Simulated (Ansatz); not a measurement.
## Effect of Si → Al on ZrSi2

Base system: ZrSi$_{2}$ (space group Cmcm, No. 63; a = 3.675 Å, b = 14.567 Å, c = 3.656 Å).

Modification: Al takes the place of Si on all its sites, then cell and atoms are relaxed.

All numbers come from PBEsol/PAW in Ansatz (an electronic-structure program), no SOC. Γ-centred 12×12×12 mesh, Fermi–Dirac width 0.05 eV, for the changed cell.

| quantity | base | changed | shift |
|---|---|---|---|
| volume per atom | 16.31 Å³ | 18.11 Å³ | +1.80 Å³ |
| density | 5.00 g/cm³ | 4.44 g/cm³ | -0.56 g/cm³ |
| shortest interatomic distance | 2.412 Å | 2.832 Å | +0.4195 Å |
| band gap | zero | zero | – |

Final structure:

```
CELL_PARAMETERS angstrom
      2.05041    -6.78500     0.00000
      2.05041     6.78500     0.00000
      0.00000     0.00000     3.90447
ATOMIC_POSITIONS crystal
  Al 0.92163 0.07837 0.75000
  Al 0.07837 0.92163 0.25000
  Al 0.24777 0.75223 0.75000
  Al 0.75223 0.24777 0.25000
  Zr 0.58690 0.41310 0.75000
  Zr 0.41310 0.58690 0.25000
```

Cost of the whole job for the changed cell (relaxation, final SCF and bands): about 9 core-minutes (a rough figure).

No phonon test of stability was made. As relaxed here, ZrAl2 is a hypothetical phase, not in the database extracts checked. The final runs are not spin-polarised. ZrAl2 has a high density of states at the Fermi level and may be magnetic at this level.
